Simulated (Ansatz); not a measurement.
# AlN: pressure series

Consider AlN in the wurtzite structure (space group P6_3mc, No. 186).

```yaml
crystal:
  lattice:
    - [3.10656, 0.00000, 0.00000]
    - [-1.55328, 2.69036, 0.00000]
    - [0.00000, 0.00000, 4.97805]
  atoms:
    - { symbol: Al, position: [0.33333, 0.66667, 0.99658] }
    - { symbol: Al, position: [0.66667, 0.33333, 0.49658] }
    - { symbol: N, position: [0.33333, 0.66667, 0.37822] }
    - { symbol: N, position: [0.66667, 0.33333, 0.87822] }
```

Cell and atoms are relaxed at each pressure.

Method: r2SCAN/PAW in Ansatz (a first-principles code), scalar-relativistic without spin-orbit coupling, earlier PAW set.

Notes on the quantities. enthalpy: H = E + PV relative to the base's energy.

```tsv
case	band gap	enthalpy	volume per atom
base	4.87 eV	–	10.40 Å³
pressure −2 GPa	4.79 eV	-0.13 eV/atom	10.50 Å³
pressure −1 GPa	4.83 eV	-0.07 eV/atom	10.45 Å³
pressure 0.9 GPa	___	+0.06 eV/atom	___
pressure 2.1 GPa	4.96 eV	+0.14 eV/atom	10.30 Å³
pressure 4.5 GPa	5.05 eV	+0.29 eV/atom	10.19 Å³
pressure 9 GPa	5.22 eV	+0.57 eV/atom	10.00 Å³
pressure 15 GPa	5.43 eV	+0.94 eV/atom	9.76 Å³
pressure 22.5 GPa	5.67 eV	+1.39 eV/atom	9.50 Å³
pressure 30 GPa	5.74 eV	+1.83 eV/atom	9.27 Å³
```

Problem. Fill in the withheld entries from the trend.

Solution. 
- pressure 0.9 GPa, band gap: 4.91 eV
- pressure 0.9 GPa, volume per atom: 10.36 Å³

Load acts through the strain it causes; cell and atoms are relaxed under it. Stability against distortions was not tested. Measured, AlN leaves this structure (for rock salt) near 14 GPa (temperature not stated; as listed in Datta, Sujoy, Jana, Debnarayan, arXiv (2020)), on rising pressure, with hysteresis.
